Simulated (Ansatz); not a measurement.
Start from GaN in the zinc blende structure (space group F-43m, No. 216; a = 4.549 Å).

(Cell as relaxed with PBE.)

Levels (all Ansatz, a first-principles code, PAW, earlier PAW set): PBE (420 eV, no spin-orbit coupling); r2SCAN (500 eV, no spin-orbit coupling).

Each level relaxes its own structure.

```json
[
 {"quantity": "volume per atom", "PBE": "11.77 Å³", "r2SCAN": "(withheld)"},
 {"quantity": "lattice parameter a", "PBE": "4.549 Å", "r2SCAN": "(withheld)"},
 {"quantity": "band gap", "PBE": "1.54 eV", "r2SCAN": "(withheld)"},
 {"quantity": "gap character", "PBE": "direct at Γ", "r2SCAN": "(withheld)"},
 {"quantity": "electron mass", "PBE": "0.14 mₑ", "r2SCAN": "(withheld)"},
 {"quantity": "hole mass (degenerate bands, along [100])", "PBE": "0.15, 0.90, 0.90 mₑ", "r2SCAN": "(withheld)"}
]
```

Task: What does r2SCAN give?

Result: 
- volume per atom, r2SCAN: 11.38 Å³
- lattice parameter a, r2SCAN: 4.498 Å
- band gap, r2SCAN: 2.17 eV
- gap character, r2SCAN: direct at Γ
- electron mass, r2SCAN: 0.17 mₑ
- hole mass (degenerate bands, along [100]), r2SCAN: 0.18, 0.86, 0.86 mₑ

PBE's volume per atom lies 0.39 Å³ above r2SCAN's (3.4 %); PBE's lattice parameter a lies 0.051 Å above r2SCAN's (1.1 %); PBE's band gap lies 0.63 eV below r2SCAN's; the two agree on the gap character. Neither level is exact; r2SCAN is the comparison here, not a measurement.

Masses are band curvatures over ±0.01 Å⁻¹ around the edge. Whether these cells are dynamically stable was not tested. This is not the structure that GaN has at room temperature and ambient pressure.
